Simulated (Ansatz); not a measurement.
Start from TiC in the rock salt structure (space group Fm-3m, No. 225; relaxed with 0.1 eV smearing).

```xyz
2
Lattice="0.0000 2.1665 2.1665 2.1665 0.0000 2.1665 2.1665 2.1665 0.0000" Properties=species:S:1:pos:R:3 pbc="T T T"
Ti     0.0000     0.0000     0.0000
C      2.1665     2.1665     2.1665
```

All numbers come from PBE in Ansatz (plane waves to 420 eV, PAW, no SOC).

Strains are applied to the cell and any free atomic positions relax.

One change was made to it. Results:

The pressure goes from zero to -18.6 GPa; the energy increases by 59 meV/atom.

Question: Which of these changes matches the shifts?
A) isotropic strain +2.50 %
B) isotropic strain −2.00 %
C) isotropic strain +1.50 %
D) isotropic strain +3.00 %
E) isotropic strain −3.00 %

Answer: D, isotropic strain +3.00 %. For comparison, the energy relative to the base in the other runs: isotropic strain −3.00 % gives +71 meV/atom; isotropic strain +2.50 % gives +41 meV/atom; isotropic strain −2.00 % gives +30 meV/atom; isotropic strain +1.50 % gives +15 meV/atom.

Whether these cells are dynamically stable was not tested. All final runs are without spin polarisation.

Ansatz is a program for electronic structure.
